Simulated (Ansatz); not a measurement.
The parent structure is TiC in the rock salt structure (space group Fm-3m, No. 225; a = 4.293 Å).

Method: Ansatz (a program for electronic structure), PBEsol, PAW, cutoff 420 eV, no spin-orbit coupling.

One change was made to it. Results:

The shortest interatomic distance grows by 0.4156 Å, from 2.147 Å to 2.562 Å; the density rises by 0.92 g/cm³, from 5.03 g/cm³ to 5.95 g/cm³.

Q: Which of these changes matches the shifts?
(A) Ti → Cr
(B) C → Be
(C) C → Ge

A: C, C → Ge. For comparison, the shortest interatomic distance in the other runs: Ti → Cr gives 2.018 Å; C → Be gives 2.388 Å.

The magnetic state is the one reached from the starting moments; the real material's order can differ, and small cells can't hold many antiferromagnetic ones. Stability against distortions was not tested. As relaxed here, TiGe and TiBe are hypothetical phases, not in the database extracts checked. For CrC in this form, whether it has been made was not checked. Spin-polarised in the final run: CrC; the other runs are not. TiBe has a high density of states at the Fermi level and may be magnetic at this level.
